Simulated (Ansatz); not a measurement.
# One base run on SiNi (Pnma, 8 atoms in the cell) and variants with one or two settings moved

```
SiNi
1.0
    5.18113     0.00000     0.00000
    0.00000     3.34687     0.00000
    0.00000     0.00000     5.61267
Si Ni
4 4
Direct
  0.82109   0.75000   0.58232
  0.17891   0.25000   0.41768
  0.67891   0.25000   0.08232
  0.32109   0.75000   0.91768
  0.50795   0.25000   0.68852
  0.49205   0.75000   0.31148
  0.99205   0.75000   0.18852
  0.00795   0.25000   0.81148
```

Base run A: LDA (PW92), PAW files made with PBE (Ansatz, an electronic-structure program), self-consistent single point.

Its settings: basis.ecutwfc = 420 eV; kpoints.mp_grid.grid = 7 10 6; hamiltonian.xc = lda; hamiltonian.pseudopotentials = {kind: paw} (an earlier, softer set of the program's PAW files); scf.occupations.method = cold; scf.occupations.width = 0.05 eV.

The starting cell comes from a database of computed structures (which also holds hypothetical and non-ambient phases and stackings), without a prior relaxation at this level. Its lattice was rescaled by a random factor within 2.5 % of one. Spin polarisation is off. In the base run, with a pressure of about -10 GPa the cell is away from its equilibrium volume at this level. Ansatz's pressure includes its estimate of the finite-basis (Pulay) stress.

ΔF is the free energy per atom less that of run A. A dash stands where there is no value to compare (another energy zero or no entropy term, no result, no spin, no clean gap, or a mesh too coarse for one). Absolute energies have different zeros for different potentials, functionals, Hubbard and dispersion terms and are not compared across them.

```csv
run,change,ΔF (meV/atom),pressure (GPa),largest force (eV/Å),k-points
A,base,0.00,-9.77,0.172,96
B,kpoints.mp_grid.grid: 7 10 6 → 3 5 3,14.0,-9.45,0.181,12
C,scf.convergence.dr2_threshold: default (1e-07 eV) → 1e-06 eV,0.00,-9.77,0.172,96
D,hamiltonian.xc: lda → pbesol [PBEsol],–,-5.17,0.092,96
E,crystal.symmetry.detect: default → false,0.00,-9.77,0.172,212
F,scf.mixing.algorithm: default (the program chose MSR1) → msr1,0.00,-9.77,0.172,96
G,scf.mixing.algorithm: default (the program chose MSR1) → anderson; scf.mixing.beta: default → 1,0.00,-9.77,0.172,96
H,scf.algorithm: default → direct_min,0.00,-9.77,0.172,96
```

Run B against A: The free energy goes up by 14.0 meV/atom, the pressure goes from -9.77 to -9.45 GPa and the largest force goes from 0.172 to 0.181 eV/Å.

Run D against A: The pressure goes from -9.77 to -5.17 GPa and the largest force goes from 0.172 to 0.092 eV/Å.

Run F against A: The free energy hardly moves (within 1 meV/atom), the pressure stays at -9.77 GPa and the largest force stays at 0.172 eV/Å.

Keys are those of Ansatz 0.2.
